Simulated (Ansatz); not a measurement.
# CO on the 1x1 (100) surface of rock-salt MgO (cut with top plane Mg + O), one in a 2x2 cell, started at the site 'top Mg'

Host crystal: rock-salt MgO, with a band gap (PBE, scalar-relativistic without spin-orbit coupling).

Computed with r2SCAN, at the PBE geometry (plane waves to 500 eV, PAW; Ansatz, a program for electronic structure).

Set-up: 34 atoms, 6.4 Å thick at the start under the adsorbate (thin: gaps and levels are the slab's own); mesh 3x3x1; 0.01 eV smearing; dipole correction on; single point; on the structure that PBE left under its start's symmetry; no spin, no spin-orbit, no U, no dispersion correction. At the end it is bonded to Mg. In PBE it is, or lies within 0.03 eV of, the lowest of the starts that converged; the order may differ at this level.

The adsorption energy against CO(g) at the same level is -0.23 eV and the change of the step from the bottom to the top vacuum level, against the clean slab is -0.21 eV. The height of the binding atom over the mean of the host atoms within 0.3 Å of the top one is 2.463 Å. The nearest host atoms of the binding atom is Mg at 2.44 Å, O at 3.24 Å, O at 3.24 Å and the cost is around 60 core-seconds (rough).

A negative adsorption energy means that the adsorbate is more stable on the surface than in its reference.
